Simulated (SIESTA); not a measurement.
## Worked example: self-consistent single point of CaI2 (P-3m1, 3 atoms in the cell) in SIESTA

Computed with GGA PBEsol, numerical atomic orbitals DZP, PseudoDojo PBEsol standard norm-conserving potentials (rewritten from UPF to PSML) (SIESTA).

The input file:

```
# files in the folder: Ca.psml I.psml (PseudoDojo PBEsol standard)
SystemName  CaI2
SystemLabel siesta

NumberOfAtoms                3
NumberOfSpecies              2
%block ChemicalSpeciesLabel
  1 20 Ca
  2 53 I
%endblock ChemicalSpeciesLabel
LatticeConstant              4.528970 Ang
%block LatticeVectors
     1.000000000    0.000000000    0.000000000
    -0.500000000    0.866025388    0.000000000
     0.000000000    0.000000000    1.591935915
%endblock LatticeVectors
AtomicCoordinatesFormat      Fractional
%block AtomicCoordinatesAndAtomicSpecies
     0.000000000    0.000000000    0.000000000  1
     0.333333000    0.666667000    0.244300000  2
     0.666667000    0.333333000    0.755700000  2
%endblock AtomicCoordinatesAndAtomicSpecies

XC.functional                GGA
XC.authors                   PBEsol
PAO.BasisSize                DZP
PAO.EnergyShift              0.01 Ry
MeshCutoff                   400 Ry
%block kgrid.MonkhorstPack
    5   0   0  0.0
    0   5   0  0.0
    0   0   3  0.0
%endblock kgrid.MonkhorstPack
OccupationFunction           FD
ElectronicTemperature        10 K

MaxSCFIterations             150
SCF.Mixer.Method             Pulay
SCF.Mixer.Weight             0.1
SCF.Mixer.History            8
SCF.DM.Tolerance             1.0E-04
Diag.ParallelOverK           true
WriteForces                  true
Charge.Mulliken              end
```

Output, abridged:

```
reinit: Reading from file input.fdf

reinit: System Name: CaI2
reinit: System Label: siesta

coor:   Atomic-coordinates input format  =     Fractional

siesta: Atomic coordinates (Bohr) and species
siesta:      0.00000   0.00000   0.00000  1        1
siesta:     -0.00000   4.94126   3.32849  2        2
siesta:      4.27926   2.47063  10.29611  2        3

siesta: System type = bulk

initatomlists: Number of atoms, orbitals, and projectors:      3    35    82

siesta: ******************** Simulation parameters ****************************
redata: Spin configuration                          = none
redata: Time-Reversal Symmetry                      = T
redata: Number of Atomic Species                    =        2
redata: Mesh Cutoff                                 =   400.0000 Ry
redata: Net charge of the system                    =     0.0000 |e|
redata: Min. number of SCF Iter                     =        0
redata: Max. number of SCF Iter                     =      150
redata: SCF convergence failure will abort job
redata: SCF mix quantity                            = Hamiltonian
redata: Mix DM or H after convergence               =   F
redata: Recompute H after scf cycle                 =   F
redata: Mix DM in first SCF step                    =   T
redata: No kicks to SCF
redata: DM Mixing Weight for Kicks                  =     0.5000
redata: Require Harris convergence for SCF          =   F
redata: Harris energy tolerance for SCF             =     0.000100 eV
redata: Require DM convergence for SCF              =   T
redata: DM tolerance for SCF                        =     0.000100
redata: Require EDM convergence for SCF             =   F
redata: EDM tolerance for SCF                       =     0.001000 eV
redata: Require H convergence for SCF               =   T
redata: Hamiltonian tolerance for SCF               =     0.001000 eV
redata: Require (free) Energy convergence for SCF   =   F
redata: (free) Energy tolerance for SCF             =     0.000100 eV
redata: Using DFT-D3 dispersion                     =   F
redata: Using Saved Data (generic)                  =   F
redata: Method of Calculation                       = Diagonalization
redata: Electronic Temperature                      =    10.0000 K
redata: Number of TDED substeps                     =        3
redata: Dynamics option                             = Single-point calculation
redata: Save all siesta data in one NC              =   F
redata: ***********************************************************************

%block SCF.Mixers
  Pulay
%endblock SCF.Mixers

%block SCF.Mixer.Pulay
  # Mixing method
  method pulay
  variant stable

  # Mixing options
  weight 0.1000
  weight.linear 0.1000
  history 8
%endblock SCF.Mixer.Pulay

DM_history_depth set to one: no extrapolation allowed by default for geometry relaxation
Size of DM history Fstack: 1
Total number of electrons:    24.000000
Total ionic charge:    24.000000

* ProcessorY, Blocksize:    1  36

* Orbital distribution balance (max,min):    35    35

 Kpoints in:           45 . Kpoints trimmed:           38

siesta: k-grid: Number of k-points = 38
siesta: k-points from Monkhorst-Pack grid
siesta: k-cutoff (effective) =    10.815 Ang
siesta: k-point supercell and displacements
siesta: k-grid:     5     0     0      0.000
siesta: k-grid:     0     5     0      0.000
siesta: k-grid:     0     0     3      0.000

diag: Algorithm                                     = D&C
diag: Parallel over k                               =   F
diag: Use parallel 2D distribution                  =   F
diag: Parallel block-size                           = 36
diag: Parallel distribution                         =     1 x     1
diag: Used triangular part                          = Lower
diag: Absolute tolerance                            =  0.100E-15
diag: Orthogonalization factor                      =  0.100E-05
diag: Memory factor                                 =  1.0000

superc: Internal auxiliary supercell:     5 x     5 x     3  =      75
superc: Number of atoms, orbitals, and projectors:    225   2625   6150

                        Single-point calculation

superc: Internal auxiliary supercell:     5 x     5 x     3  =      75
superc: Number of atoms, orbitals, and projectors:    225   2625   6150

outcell: Unit cell vectors (Ang):
        4.528970    0.000000    0.000000
       -2.264485    3.922203    0.000000
        0.000000    0.000000    7.209830

outcell: Cell vector modules (Ang)   :    4.528970    4.528970    7.209830
outcell: Cell angles (23,13,12) (deg):     90.0000     90.0000    120.0000
outcell: Cell volume (Ang**3)        :    128.0721
new_DM -- step:     1
Initializing Density Matrix...

Attempting to read DM from file... Failed...
DM filled with atomic data:

InitMesh: MESH = 48 x 48 x 90 = 207360
InitMesh: Mesh cutoff (required, used) =   400.000   413.928 Ry

stepf: Fermi-Dirac step function

        iscf     Eharris(eV)        E_KS(eV)     FreeEng(eV)     dDmax    Ef(eV) dHmax(eV)
   scf:    1    -1757.550913    -1756.350569    -1756.350569  1.496589 -2.519952  3.654352
   scf:    2    -1756.445174    -1756.399585    -1756.399585  0.010041 -2.737957  3.080587
   scf:    3    -1756.504197    -1756.477077    -1756.477077  0.043254 -3.707707  0.621241
   scf:    4    -1756.497685    -1756.490653    -1756.490653  0.018433 -4.081943  0.052425
   scf:    5    -1756.490877    -1756.490793    -1756.490793  0.001783 -4.049221  0.062919
   scf:    6    -1756.490972    -1756.490897    -1756.490897  0.003566 -4.087610  0.006520
   scf:    7    -1756.490899    -1756.490898    -1756.490898  0.000364 -4.094037  0.005140
   scf:    8    -1756.490898    -1756.490898    -1756.490898  0.000142 -4.091203  0.002182
   scf:    9    -1756.490899    -1756.490899    -1756.490899  0.000044 -4.092109  0.000144

SCF Convergence by DM+H criterion
max |DM_out - DM_in|         :     0.0000438991
max |H_out - H_in|      (eV) :     0.0001443815
SCF cycle converged after 9 iterations

Using DM_out to compute the final energy and forces

siesta: E_KS(eV) =            -1756.4909

siesta: E_KS - E_eggbox =     -1756.4909

siesta: Atomic forces (eV/Ang):
     1   -0.000000    0.000000   -0.000000
     2    0.000006   -0.000003    0.319034
     3   -0.000006    0.000003   -0.319034
   Tot   -0.000000    0.000000   -0.000000
   Max    0.319034
   Res    0.150394    sqrt( Sum f_i^2 / 3N )
   Max    0.319034    constrained

Stress tensor Voigt[x,y,z,yz,xz,xy] (kbar):        2.40        2.41        3.32        0.00       -0.00        0.00
(Free)E + p*V (eV/cell)    -1756.7073
Target enthalpy (eV/cell)    -1756.4909

siesta: Program's energy decomposition (eV):
siesta: Ebs     =      -412.302025
siesta: Eions   =      2778.559554
siesta: Ena     =       688.738964
siesta: Ekin    =       529.418970
siesta: Enl     =       198.735205
siesta: Eso     =         0.000000
siesta: Edftu   =         0.000000
siesta: DEna    =        18.159013
siesta: DUscf   =         0.356654
siesta: DUext   =         0.000000
siesta: Ex      =      -375.753504
siesta: Ec      =       -37.586647
siesta: Exc     =      -413.340150
siesta: Eharris =     -1756.490899
siesta: Etot    =     -1756.490899
siesta: FreeEng =     -1756.490899

siesta: Atomic forces (eV/Ang):
siesta:      1   -0.000000    0.000000   -0.000000
siesta:      2    0.000006   -0.000003    0.319034
siesta:      3   -0.000006    0.000003   -0.319034
siesta: ----------------------------------------
siesta:    Tot   -0.000000    0.000000   -0.000000

siesta: Stress tensor (static) (eV/Ang**3):
siesta:     0.001499    0.000002   -0.000000
siesta:     0.000002    0.001501    0.000000
siesta:    -0.000000    0.000000    0.002069

siesta: Cell volume =        128.072102 Ang**3

siesta: Pressure (static):
siesta:                Solid            Molecule  Units
siesta:          -0.00001840          0.00001494  Ry/Bohr**3
siesta:          -0.00168972          0.00137191  eV/Ang**3
siesta:          -2.70722977          2.19804508  kBar

mulliken: Atomic and Orbital Populations:

Species: Ca
Atom  Qatom  Qorb
               3s      4s      4s      3py     3pz     3px     4py     4pz
               4px
   1  9.813   1.997   0.688  -0.026   2.005   2.000   2.005   0.386   0.373
              0.386

Species: I
Atom  Qatom  Qorb
               5s      5s      5py     5pz     5px     5py     5pz     5px
               5Pdxy   5Pdyz   5Pdz2   5Pdxz   5Pdx2-y2
   2  7.094   1.752   0.071   1.724   1.947   1.724  -0.014  -0.133  -0.014
              0.005   0.010   0.007   0.010   0.005
   3  7.094   1.752   0.071   1.724   1.947   1.724  -0.014  -0.133  -0.014
              0.005   0.010   0.007   0.010   0.005

mulliken: Qtot =       24.000

Mulliken Atomic Populations:
Atom #   charge [q] valence [e]  Species
     1     0.187443    9.812557  Ca
     2    -0.093721    7.093721  I
     3    -0.093721    7.093721  I
 Total    -0.000000
```

The run converged in 9 iterations.

The starting cell comes from a database of computed structures (which also holds hypothetical and non-ambient phases and stackings), without a prior relaxation at this level. Values carry the incompleteness of an atom-centred basis.
